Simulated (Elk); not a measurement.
Input and output of a self-consistent single point for SrZnSbF (P4/nmm, 8 atoms in the cell) (Elk).

Method of the run: Elk with LDA (PW92), spin-orbit coupling in second variation, all-electron FP-LAPW, Elk's shipped species files, default APW+lo basis.

```yaml
crystal:
  lattice:
    - [4.35454, 0.00000, 0.00000]
    - [0.00000, 4.35454, 0.00000]
    - [0.00000, 0.00000, 9.47616]
  atoms:
    - { symbol: Sr, position: [0.00000, 0.50000, 0.86010] }
    - { symbol: Sr, position: [0.50000, 0.00000, 0.13990] }
    - { symbol: Zn, position: [0.50000, 0.50000, 0.50000] }
    - { symbol: Zn, position: [0.00000, 0.00000, 0.50000] }
    - { symbol: Sb, position: [0.00000, 0.50000, 0.32098] }
    - { symbol: Sb, position: [0.50000, 0.00000, 0.67902] }
    - { symbol: F, position: [0.50000, 0.50000, 0.00000] }
    - { symbol: F, position: [0.00000, 0.00000, 0.00000] }
```

Reference input (self-consistent single point, DFT, LDA (PW92), all-electron FP-LAPW, Elk's shipped species files, default APW+lo basis): xctype = 3; rgkmax = 7; stype = 0; swidth = 0.00499791 Ha; ngridk = 5 5 3. This run's input differs from it in these lines:

```diff
@@ -6,4 +6,13 @@
 
+spinorb
+  .true.
+
 rgkmax
   7.0
+
+lmaxi
+  3
+
+nempty
+  10
```

Output (repeated stretches shortened):

```
│ Self-consistent loop started │
│ Loop number : 1 │
 total energy                :     -23104.8703074
 total moment                :   0.2126998405E-19  0.3175483425E-19 -0.5236949161E-21
│ Loop number : 2 │
 total energy                :     -23105.3038191
 total moment                :   0.2180914842E-19  0.3728035734E-19  0.8840537645E-21
RMS change in Kohn-Sham potential (target) :   0.1550833320     (  0.1000000000E-05)
Absolute change in total energy (target)   :   0.4335117377     (  0.1000000000E-03)
│ Loop number : 3 │
 total energy                :     -23104.6046107
   [... lines left out ...]
 total energy                :     -23094.6625362
 total moment                :   0.9907043240E-20  0.2104039751E-19  0.5584075682E-22
RMS change in Kohn-Sham potential (target) :   0.6433153512E-07 (  0.1000000000E-05)
Absolute change in total energy (target)   :   0.1052484768E-03 (  0.1000000000E-03)
│ Loop number : 17 │
 total energy                :     -23094.6625620
 total moment                :   0.9365231161E-20 -0.5631209163E-19  0.2994296334E-21
RMS change in Kohn-Sham potential (target) :   0.2132054369E-07 (  0.1000000000E-05)
Absolute change in total energy (target)   :   0.5210971722E-04 (  0.1000000000E-03)
Convergence targets achieved

│ Loop number : 18 │

Energies :
 Fermi                       :     0.192065161349
 xc effective B-field        :    -0.230883731277E-09
 external B-field            :      0.00000000000
 total energy                :     -23094.6625643
 (external B-field energy excluded from total)

Density of states at Fermi energy :    17.77500795
 (states/Hartree/unit cell)

Estimated indirect band gap :   0.7791977705E-02
 from k-point      2 to k-point      7
Estimated direct band gap   :   0.1250971536E-01
 at k-point      1

Charges :
 core                        :    156.0000000
 valence                     :    100.0000000
 interstitial                :    10.03251018
 muffin-tins (core leakage)
  species :    1 (Sr)
   atom    1                 :    35.95420712     (  0.2873251039E-04)
   [... lines left out ...]
  species :    4 (F)
   atom    1                 :  -0.4739255402E-25 -0.5315991872E-21  0.6967968732E-22
   atom    2                 :  -0.4739255402E-25 -0.5315991872E-21  0.6967968732E-22
 total in muffin-tins        :  -0.4454299994E-21 -0.1156906408E-18 -0.2883375106E-22
 total moment                :   0.1024954827E-19 -0.1263941234E-18 -0.3400434839E-22

│ Self-consistent loop stopped │
```

The run converged in 18 iterations. The count includes the last loop, which Elk runs after its targets are met. 

The starting cell comes from a database of computed structures (which also holds hypothetical and non-ambient phases and stackings), without a prior relaxation at this level. Values depend on the basis (sphere radii, cutoffs, local orbitals), which need not be converged. The run gives no clean gap (levels at the Fermi energy touch, overlap or are partly filled at this smearing), which alone does not show that the compound is a metal. The log's line on a gap gives a spacing of levels on this mesh, which the program prints for metals too.

These are the values that this program gave, and no reference: the basis lacks p1/2 orbitals, which heavy p elements need under spin-orbit coupling.

Cost on one core of a shared machine: roughly 3 min.
